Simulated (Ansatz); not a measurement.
We consider fluorite CoSi₂, described by PBE-D3(BJ) (PAW; Ansatz, an electronic-structure program).

Input:

Ansatz 0.2 input:
```yaml
crystal:
  lattice:
    - [0.0, 2.6520091171, 2.6520091171]
    - [2.6520091171, 0.0, 2.6520091171]
    - [2.6520091171, 2.6520091171, 0.0]
  atoms:
    - { symbol: Co, position: [0.0, 0.0, 0.0] }
    - { symbol: Si, position: [0.25, 0.25, 0.25] }
    - { symbol: Si, position: [0.75, 0.75, 0.75] }
basis:
  ecutwfc: 520
  ecutrho_ratio: 4
  xc_grid: 2
kpoints:
  mp_grid: { grid: [18, 18, 18] }
hamiltonian:
  xc: pbe
  dispersion: d3bj
  pseudopotentials: { kind: paw }
scf:
  occupations: { method: fermi_dirac, width: 0.05 }
  convergence: { dr2_threshold: 0.0000000003 }
output:
  forces: true
  stress: true
  eigenvalues: true
```

Output (set-up and result lines):

```
Crystal: 3 atoms, lattice volume = 37.304 Å³
Basis set: ecut = 520 eV, 965 PW (Γ), exchange–correlation on 60×60×60 points (8 copies of the dense FFT grid, shifted against one another)
Bands: 17, of which v1, the nominal top of the filled ones, is band 13 counted from 1 (12 counted from 0)
Symmetry: 48 space group operations
Space group: Fm-3m (ITA 225), of the structure as read, at distance tolerance 3.3e-5 Å
k-points: 195 of 5832
Functional: x = pbe(κ = 0.804, μ = 0.2195149727645171), c = pbe(β = 0.06672455060314922)
SCF iter   1: F=—  HF=-6400.528986 eV  |F-HF|=—  |Δ(HF+E_count)|=         —  Δρ=7.69e-3  dr2=2.04e-2
SCF iter   2: F=—  HF=-6400.527746 eV  |F-HF|=—  |Δ(HF+E_count)|=   1.24e-3  Δρ=3.65e-3  dr2=5.89e-3
  ...
SCF iter   8: F=—  HF=-6400.527533 eV  |F-HF|=—  |Δ(HF+E_count)|=   3.58e-8  Δρ=3.83e-6  dr2=3.20e-9
SCF iter   9: F=-6400.527533 eV  HF=-6400.527533 eV  |F-HF|=9.55e-11  |Δ(HF+E_count)|=  5.73e-11  Δρ=7.89e-7  dr2=1.23e-10
SCF 1 converged in 9 iterations: F = -6400.527533 eV  dr2 = 1.23e-10
SCF converged after 9 iterations
Free energy (F): -6400.527533 eV
Internal energy: -6400.519252 eV  (E = F + TS)
E sigma→0 (E₀):  -6400.523393 eV
Fermi energy:    13.354782 eV
--- Forces (eV/Å), atoms counted from 1 ---
  atom   1  Co    -0.00000000    -0.00000000    -0.00000000
  atom   2  Si    -0.00000000     0.00000000     0.00000000
  atom   3  Si     0.00000000    -0.00000000    -0.00000000
--- Stress (GPa, compression-positive) ---
       -0.000374      -0.000000       0.000000
       -0.000000      -0.000374      -0.000000
       -0.000000       0.000000      -0.000374
  P = ⅓ Tr σ = -0.0004 GPa (-0.004 kbar)
```

It cost about 11 core-seconds (a rough figure) of CPU time.
